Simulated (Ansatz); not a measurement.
The parent structure is a 16-atom supercell of ZnCu2SnS4 (space group I-4, No. 82) at its relaxed geometry.

```xyz
16
Lattice="-5.4685 5.4685 0.0000 2.7342 2.7342 5.4676 2.7342 2.7342 -5.4676" Properties=species:S:1:pos:R:3 pbc="T T T"
Cu     0.0000     0.0000     0.0000
Cu     0.0000     5.4685     0.0000
Cu     0.0000     2.7342     2.7338
Cu    -2.7342     5.4685    -2.7338
Zn    -2.7342     5.4685     2.7338
Zn     0.0000     2.7342    -2.7338
Sn     2.7342     2.7342     0.0000
Sn    -2.7342     2.7342     0.0000
S      4.1471     4.1906    -1.4151
S     -1.3214     4.1906    -1.4151
S     -4.1471     6.7464    -1.4151
S      1.3214     6.7464    -1.4151
S     -1.2779     6.7898     1.4151
S      1.4563     4.0556    -4.0525
S      1.2779     4.1471     1.4151
S     -1.4563     6.8813    -4.0525
```

All numbers come from DFT with PBE, PAW potentials and a 420 eV plane-wave cutoff in Ansatz (a first-principles code), no SOC, earlier PAW set.

One neutral defect a cell, atoms relaxed at fixed cell.

One change was made to it. Results:

The largest displacement of a host atom from its site in the perfect cell amounts to 0.23 Å; the pressure goes from zero to 2.7 GPa.

Task: What was done to the base?
A. Li interstitial (started 2.37 Å from the nearest host atom)
B. Cu on a Zn site (antisite), symmetric start
C. Pb on a S site, symmetric start
D. Cu on a S site (antisite), symmetric start

Result: A, Li interstitial (started 2.37 Å from the nearest host atom). For comparison, the largest displacement of a host atom from its site in the perfect cell in the other runs: Cu on a S site (antisite), symmetric start gives 0.49 Å; Cu on a Zn site (antisite), symmetric start gives 0.06 Å; Pb on a S site, symmetric start gives 0.98 Å.

The cell is small, so the values are those of an ordered compound at a high defect concentration; dilute-limit values will differ. A case with no gap was solved on a k-mesh chosen for an insulator, which is coarse for it. Defects with a symmetric start kept the site's symmetry and may sit on a saddle; the others started slightly shaken. All final runs are without spin polarisation. Gaps under 0.05 eV, about the width of the smearing, are given as zero.
